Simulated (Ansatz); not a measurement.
Functionals compared on a constructed model of the (100) surface of fcc Al, a pseudomorphic layer of Zr in the host's stacking (bottom of the slab: a bare face, its two planes held), in Ansatz (plane waves, PAW). The structure was relaxed with PBE; the other rows are single points on it. Cutoff 420 eV (500 eV for r2SCAN).

Slab: 7 atoms, 12.4 Å thick at the start; k 13x13x1, smearing 0.1 eV, dipole-corrected; 2 atoms held, the rest relaxed; start symmetry kept, larger cells not searched; no spin, no spin-orbit, no U. It is one candidate, not shown to be the stable structure of the face. These notes are the PBE run's.

```csv
functional,work function of the top face (eV),rough cost of the single point
PBE,4.40,–
RPBE,…,very roughly 12 core-seconds
r2SCAN,4.45,roughly 28 core-seconds
```

Problem. Complete the blanks.

Solution. 
- RPBE, work function of the top face (eV): 4.26

Ansatz is a first-principles code.
